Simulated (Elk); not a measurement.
Elk run on MgAsPt5 (P4/mmm, 7 atoms in the cell): self-consistent single point.

Computed with Elk with LDA (PW92), all-electron FP-LAPW, Elk's shipped species files, APW+lo basis with extra local orbitals.

```xyz
7
Lattice="3.8938 0.0000 0.0000 0.0000 3.8938 0.0000 0.0000 0.0000 7.0262" Properties=species:S:1:pos:R:3 pbc="T T T"
Mg     0.0000     0.0000     0.0000
As     1.9469     1.9469     3.5131
Pt     1.9469     1.9469     0.0000
Pt     0.0000     1.9469     1.9610
Pt     0.0000     1.9469     5.0652
Pt     1.9469     0.0000     1.9610
Pt     1.9469     0.0000     5.0652
```

Reference input (self-consistent single point, DFT, PBEsol, all-electron FP-LAPW, Elk's shipped species files, APW+lo basis with extra local orbitals): xctype = 22; rgkmax = 7.5; stype = 0; swidth = 0.00367493 Ha; ngridk = 6 6 3; gmaxvr = 14 1/bohr; nxlo = 2; lorbcnd = true; rmtscf = 0.85; lmaxi = 2. This run's input differs from it in these lines:

```diff
@@ -4,3 +4,3 @@
 xctype
-  22
+  3
```

Log, with long lists cut:

```
│ Self-consistent loop started │
│ Loop number : 1 │
 total energy                :     -94602.8786951
│ Loop number : 2 │
 total energy                :     -94605.4411277
RMS change in Kohn-Sham potential (target) :   0.1722350208     (  0.1000000000E-05)
Absolute change in total energy (target)   :    2.562432581     (  0.1000000000E-03)
│ Loop number : 3 │
 total energy                :     -94617.5370376
RMS change in Kohn-Sham potential (target) :   0.1398062836     (  0.1000000000E-05)
Absolute change in total energy (target)   :    12.73651804     (  0.1000000000E-03)
│ Loop number : 4 │
   [... lines left out ...]
Absolute change in total energy (target)   :   0.5301927158E-03 (  0.1000000000E-03)
│ Loop number : 17 │
 total energy                :     -94639.9190694
RMS change in Kohn-Sham potential (target) :   0.6789925076E-07 (  0.1000000000E-05)
Absolute change in total energy (target)   :   0.2167761268E-03 (  0.1000000000E-03)
│ Loop number : 18 │
 total energy                :     -94639.9190831
RMS change in Kohn-Sham potential (target) :   0.4217248595E-07 (  0.1000000000E-05)
Absolute change in total energy (target)   :   0.4049703421E-04 (  0.1000000000E-03)
Convergence targets achieved

│ Loop number : 19 │

Energies :
 Fermi                       :     0.404862282023
 total energy                :     -94639.9190999

Density of states at Fermi energy :    75.03432583
 (states/Hartree/unit cell)

Estimated indirect band gap :   0.3395537002E-02
 from k-point     15 to k-point     10
Estimated direct band gap   :   0.6585150989E-02
 at k-point     10

Charges :
 core                        :    260.0000000
 valence                     :    175.0000000
 interstitial                :    13.37546336
 muffin-tins (core leakage)
  species :    1 (Mg)
   atom    1                 :    10.25161891     (   0.000000000    )
  species :    2 (As)
   atom    1                 :    30.53560516     (  0.1311786673E-02)
  species :    3 (Pt)
   [... lines left out ...]
   atom    3                 :    76.17435128     (  0.1404443815E-02)
   atom    4                 :    76.17435128     (  0.1404443815E-02)
   atom    5                 :    76.17435128     (  0.1404443815E-02)
 total in muffin-tins        :    421.6245366
 total calculated charge     :    434.9683956
 total charge                :    435.0000000
 error                       :   0.3160438372E-01

│ Self-consistent loop stopped │
```

The run converged in 19 iterations. The count includes the last loop, which Elk runs after its targets are met. 

The starting cell comes from a database of computed structures (which also holds hypothetical and non-ambient phases and stackings), without a prior relaxation at this level. Its lattice was rescaled by a random factor within 2.5 % of one. Spin-orbit coupling is off. Spin polarisation is off. Values depend on the basis (sphere radii, cutoffs, local orbitals), which need not be converged. The log's line on a gap gives a spacing of levels on this mesh, which the program prints for metals too.

Cost on one core of a shared machine: roughly 3 min.
